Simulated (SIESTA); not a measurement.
SIESTA run on Sn (I4_1/amd, 2 atoms in the cell): self-consistent single point.

Computed with GGA PBE with spin-orbit coupling, numerical atomic orbitals DZP, PseudoDojo PBE fully relativistic norm-conserving potentials (rewritten from UPF to PSML) run with SIESTA.

```
CELL_PARAMETERS angstrom
     -2.99512     2.99512     1.62921
      2.99512    -2.99512     1.62921
      2.99512     2.99512    -1.62921
ATOMIC_POSITIONS crystal
  Sn 0.75000 0.25000 0.50000
  Sn 0.00000 0.00000 0.00000
```

Reference input (self-consistent single point, DFT, GGA PBE, numerical atomic orbitals DZP, PseudoDojo PBE standard norm-conserving potentials (rewritten from UPF to PSML)): XC.functional = GGA; XC.authors = PBE; potentials = PseudoDojo PBE standard; PAO.BasisSize = DZP; PAO.EnergyShift = 0.005 Ry; MeshCutoff = 300 Ry; kgrid.MonkhorstPack = 8 8 8; OccupationFunction = MP; OccupationMPOrder = 0; ElectronicTemperature = 580.23 K; MaxSCFIterations = 150; SCF.Mixer.Method = Pulay. This run's input differs from it in these lines:

```diff
@@ -1,2 +1,2 @@
-# files in the folder: Sn.psml (PseudoDojo PBE standard)
+# files in the folder: Sn.psml (PseudoDojo PBE fully relativistic)
 SystemName  Sn
@@ -34,2 +34,7 @@
 ElectronicTemperature        580.23 K
+Spin                         spin-orbit
+%block DM.InitSpin
+  1 0.00 0.00 0.00
+  2 0.00 0.00 0.00
+%endblock DM.InitSpin
```

Output (repeated stretches shortened):

```
        iscf     Eharris(eV)        E_KS(eV)     FreeEng(eV)     dDmax    Ef(eV) dHmax(eV)
   scf:    1    -4285.851519    -4287.194218    -4287.196059  0.264565 -3.976586  2.039426
     spin moment: {S} , |S| = {   -0.00000   -0.00000   -0.00000 }     0.00000
   scf:    2    -4287.255330    -4287.225438    -4287.227209  0.011869 -4.001324  1.756063
     spin moment: {S} , |S| = {    0.00000    0.00000   -0.00000 }     0.00000
   scf:    3    -4287.372782    -4287.312702    -4287.314312  0.068160 -4.162483  0.024176
     spin moment: {S} , |S| = {    0.00000    0.00000    0.00000 }     0.00000
   [... lines left out ...]
     spin moment: {S} , |S| = {   -0.00000    0.00000   -0.00000 }     0.00000
   scf:    6    -4287.312739    -4287.312739    -4287.314351  0.000004 -4.163869  0.006126
     spin moment: {S} , |S| = {    0.00000    0.00000   -0.00000 }     0.00000
   scf:    7    -4287.312731    -4287.312742    -4287.314352  0.000168 -4.164429  0.000405
     spin moment: {S} , |S| = {    0.00000   -0.00000   -0.00000 }     0.00000
mix: Pulay -- inversion failed, > SVD [rank/size] 3 / 6
   scf:    8    -4287.312741    -4287.312742    -4287.314352  0.000009 -4.164461  0.000078
     spin moment: {S} , |S| = {    0.00000    0.00000    0.00000 }     0.00000
SCF Convergence by DM+H criterion
max |DM_out - DM_in|         :     0.0000085247
max |H_out - H_in|      (eV) :     0.0000780879
SCF cycle converged after 8 iterations

Using DM_out to compute the final energy and forces

siesta: E_KS(eV) =            -4287.3127

siesta: E_KS - E_eggbox =     -4287.3127

siesta: Atomic forces (eV/Ang):
     1    0.000029   -0.000029   -0.000000
     2   -0.000029    0.000029    0.000000
   Tot    0.000000   -0.000000   -0.000000
   Max    0.000029
   Res    0.000024    sqrt( Sum f_i^2 / 3N )
   Max    0.000029    constrained

Stress tensor Voigt[x,y,z,yz,xz,xy] (kbar):        7.94        7.94        1.46        0.02        0.02        0.27
(Free)E + p*V (eV/cell)    -4287.5252
Target enthalpy (eV/cell)    -4287.3144

siesta: Program's energy decomposition (eV):
siesta: Enl(+so)=     -2120.625008
   [... lines left out ...]
siesta: FreeEng =     -4287.314352
siesta: Cell volume =         58.460833 Ang**3
siesta:          -5.77786586         -5.77706251  kBar
   [... lines left out ...]

Total              28.00000   0.00000      0.000   0.000   0.000

Mulliken Atomic Populations:
Atom #   charge [q] valence [e]           S      Sx [e]      Sy [e]      Sz [e]  Species
     1    -0.000000   14.000000    0.000000   -0.000000    0.000000   -0.000000  Sn
     2     0.000000   14.000000    0.000000    0.000000   -0.000000    0.000000  Sn
 Total     0.000000                0.000000    0.000000    0.000000    0.000000
```

The run converged in 8 iterations. Against the reference run the pressure hardly changes (-0.61 to -0.58 GPa).

The starting cell comes from a database of computed structures (which also holds hypothetical and non-ambient phases and stackings), without a prior relaxation at this level. Its lattice was rescaled by a random factor within 2.5 % of one. Values carry the incompleteness of an atom-centred basis.

Cost on one core of a shared machine: roughly 2 min.
